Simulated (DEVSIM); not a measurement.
Device: Ru/La2O3/SiO2/n-Si capacitor, at 250 K.

```
layer (left to right)  material  thickness (nm)  Nd (cm⁻³)
---------------------  --------  --------------  ---------
1                         La2O3            3.00          -
2                          SiO2           0.910          -
3                            Si            3300     3.1e16
```

Metal gate on the left, work function 4.7 eV. Fixed charge at the semiconductor interface 0 cm⁻² (in units of +e); no interface traps.

The device is made up for the run: typed textbook-type constants, with dimensions and the other settings drawn at random. Values at 300 K; Nc and Nv go as T^1.5, mobilities as T to minus their exponent, the gap by Varshni's rule with the affinity fixed.

| parameter | La2O3 | SiO2 | Si |
|---|---|---|---|
| gap (eV) | 5.8 | 9 | 1.124 |
| affinity (eV) | 1.8 | 0.9 | 4.05 |
| permittivity | 27 | 3.9 | 11.7 |
| Nc (cm⁻³) | - | - | 2.86e19 |
| Nv (cm⁻³) | - | - | 3.1e19 |
| Varshni α (eV/K) | - | - | 0.000473 |
| Varshni β (K) | - | - | 636 |

Simulated with DEVSIM: 1D Poisson equation in equilibrium, Boltzmann statistics, complete ionisation; no quantum confinement or tunnelling. Metal contacts follow the ideal Schottky-Mott rule: no Fermi-level pinning, no interface dipoles.

The substrate doping was swept, all else fixed.

```csv
substrate doping (cm^-3),flat-band voltage (V),minimum of the low-frequency capacitance (μF/cm²),threshold voltage (band bending 2φF) (V)
1.6e15,0.44,0.0149,-0.29
3.1e15,0.46,0.0203,-0.30
6.2e15,0.47,0.0282,-0.32
1.6e16,0.49,0.0445,-0.35
3.1e16,0.51,0.0586,-0.38
6.2e16,0.52,0.0806,-0.41
```

From the first row to the last the flat-band voltage goes from 0.44 to 0.52. From the first row to the last the minimum of the low-frequency capacitance goes from 0.0149 to 0.0806.
